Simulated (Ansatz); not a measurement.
SiO2 (start mp-546794), treated with HSE06 (PAW; Ansatz, a quantum-chemistry and plane-wave program).

Numerical settings: plane-wave cutoff 520 eV, 8×8×8 k mesh, Fermi–Dirac smearing 0.03 eV, scalar-relativistic PAW data made under PBE.

Starting structure:

```
O2Si
1.0
   -2.47729     2.47729     3.65567
    2.47729    -2.47729     3.65567
    2.47729     2.47729    -3.65567
Si O
2 4
Direct
  0.00000   0.00000   0.00000
  0.75000   0.25000   0.50000
  0.37500   0.22179   0.34679
  0.77821   0.12500   0.15321
  0.87500   0.02821   0.65321
  0.97179   0.62500   0.84679
```

### Question
Into what structure does the relaxation of cell and atoms lead at this level, with the symmetry of the start kept?

### Answer
The volume increases by 2.7 %; final space group I-42d.
```
O2Si
1.0
   -2.50790     2.50790     3.66363
    2.50790    -2.50790     3.66363
    2.50790     2.50790    -3.66363
Si O
2 4
Cartesian
  0.00000   0.00000   0.00000
  0.00000   2.50790   1.83181
  0.42602   1.25395   0.91591
 -1.25395   2.08187   2.74772
 -0.42602   3.76185   0.91591
  1.25395   2.93392   2.74772
```

Note: the relaxation could not lower the start's symmetry, so the cell can be a saddle point above a distorted one.

A start named mp-… is a Materials Project structure, which need not be a measured phase.
